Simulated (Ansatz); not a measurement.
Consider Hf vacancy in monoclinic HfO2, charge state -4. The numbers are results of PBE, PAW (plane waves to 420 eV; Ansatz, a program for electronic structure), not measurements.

Settings: 96 host sites, the relaxed PBE lattice, the Γ point alone, smearing 0.01 eV, spin-restricted, no image-charge correction. No zero-point or tunnelling terms. Spin-orbit coupling is left out. The charge state is imposed; whether it is stable for some Fermi level was not computed. Forms of the defect that were not tried may lie lower.

Barriers: single points on a 2×2×2 k-point mesh shifted by half a step at the bands' geometries.

Relaxed starting cell (atoms counted from 1):

```
Hf31O64
1.0
   10.32305     0.00000     0.00000
    0.00000    10.42402     0.00000
   -1.79660     0.00000    10.55307
Hf O
31 64
Direct
  0.13763   0.22640   0.85417
  0.13815   0.72922   0.35563
  0.13752   0.72741   0.85249
  0.63901   0.22961   0.35215
  0.63888   0.22757   0.85492
  0.63463   0.72995   0.35480
  0.63665   0.72676   0.85485
  0.35540   0.26864   0.15128
  0.35942   0.26978   0.64236
  0.36078   0.77354   0.14810
  0.36119   0.77420   0.64433
  0.87767   0.26982   0.15673
  0.86225   0.27202   0.64539
  0.86037   0.77071   0.14686
  0.86187   0.77078   0.64651
  0.35694   0.47244   0.39614
  0.36109   0.47482   0.89730
  0.35532   0.98914   0.39384
  0.35887   0.97896   0.89412
  0.86243   0.47695   0.39517
  0.86190   0.47689   0.89774
  0.86726   0.98079   0.39793
  0.86224   0.97779   0.89726
  0.13943   0.02426   0.10654
  0.13533   0.02785   0.59306
  0.14002   0.52209   0.10625
  0.14109   0.51721   0.60298
  0.63731   0.02325   0.10399
  0.63726   0.02067   0.60261
  0.63595   0.51792   0.10548
  0.63667   0.52093   0.60307
  0.03333   0.07221   0.42366
  0.03599   0.07582   0.91527
  0.03512   0.58445   0.42505
  0.03452   0.58332   0.92128
  0.53562   0.08439   0.42339
  0.53139   0.08511   0.92232
  0.53151   0.58549   0.42411
  0.53194   0.58499   0.92412
  0.46461   0.41277   0.07471
  0.47532   0.40750   0.57416
  0.46492   0.91527   0.07474
  0.47005   0.91039   0.57584
  0.96637   0.41917   0.07663
  0.96405   0.41943   0.58126
  0.96415   0.91291   0.07709
  0.96360   0.91446   0.58186
  0.46664   0.33180   0.32835
  0.46699   0.33577   0.82484
  0.46430   0.83826   0.32525
  0.46610   0.83517   0.82621
  0.95314   0.33959   0.32514
  0.96382   0.33149   0.82921
  0.96149   0.82898   0.32790
  0.96360   0.82960   0.82953
  0.03129   0.16338   0.15182
  0.03408   0.16901   0.67131
  0.03245   0.66410   0.17425
  0.03484   0.66728   0.67290
  0.53588   0.16639   0.17221
  0.53720   0.16422   0.67500
  0.53120   0.66430   0.17405
  0.53231   0.66254   0.67531
  0.23560   0.38246   0.50406
  0.22165   0.36979   0.98821
  0.22362   0.87125   0.48809
  0.22490   0.86921   0.98779
  0.72546   0.37095   0.48964
  0.72431   0.37141   0.98834
  0.72281   0.87091   0.48893
  0.72233   0.86876   0.98787
  0.27362   0.12920   0.00586
  0.29289   0.11792   0.52377
  0.27574   0.62812   0.01244
  0.27637   0.63295   0.51184
  0.77239   0.12565   0.00922
  0.77579   0.12940   0.51199
  0.77433   0.62742   0.01259
  0.77229   0.63112   0.51357
  0.29218   0.10933   0.24609
  0.27520   0.12344   0.76271
  0.27515   0.62689   0.26422
  0.27588   0.61893   0.76175
  0.77579   0.12019   0.26107
  0.77744   0.12066   0.76173
  0.77306   0.62135   0.26219
  0.77450   0.62010   0.76373
  0.23621   0.39167   0.23316
  0.22259   0.37665   0.74344
  0.21815   0.87644   0.23924
  0.22495   0.87913   0.73762
  0.71183   0.38038   0.23909
  0.72517   0.37836   0.73922
  0.72151   0.87794   0.23584
  0.72403   0.87831   0.73946
```
Cell charge -4.

End state 1 differs by these moves (Å; atoms that move under 0.08 Å are left out):

| atom | element | Δx | Δy | Δz |
|---|---|---|---|---|
| 12 | Hf | 2.18 | -0.43 | 1.97 |
| 18 | Hf | 0.08 | -0.09 | 0.01 |
| 21 | Hf | 0.00 | -0.06 | 0.10 |
| 22 | Hf | -0.08 | -0.04 | -0.04 |
| 25 | Hf | 0.00 | -0.06 | 0.10 |
| 26 | Hf | -0.08 | -0.04 | -0.04 |
| 30 | Hf | 0.08 | -0.09 | 0.01 |
| 37 | O | -0.09 | 0.06 | 0.04 |
| 41 | O | -0.09 | 0.06 | 0.04 |
| 52 | O | 0.11 | -0.04 | 0.25 |
| 54 | O | 0.05 | 0.06 | -0.02 |
| 56 | O | 0.11 | -0.04 | 0.25 |
| 58 | O | 0.05 | 0.06 | -0.02 |
| 64 | O | -0.07 | -0.10 | -0.14 |
| 69 | O | -0.17 | 0.10 | -0.13 |
| 73 | O | -0.17 | 0.10 | -0.13 |
| 76 | O | -0.07 | -0.10 | -0.14 |
| 80 | O | -0.08 | 0.09 | 0.16 |
| 84 | O | -0.15 | -0.14 | 0.06 |
| 86 | O | 0.08 | 0.01 | -0.01 |
| 88 | O | -0.15 | -0.14 | 0.06 |
| 90 | O | 0.08 | 0.01 | -0.01 |
| 92 | O | -0.08 | 0.09 | 0.16 |

Task: Give the forward and backward barriers to end state 1 at the level PBE, PAW.

Result: forward 2.15 eV, backward 2.15 eV; at the saddle point atom 12 has neighbours O at 1.87, O at 1.90, O at 1.99, O at 2.33 Å. The saddle point's order was not checked.
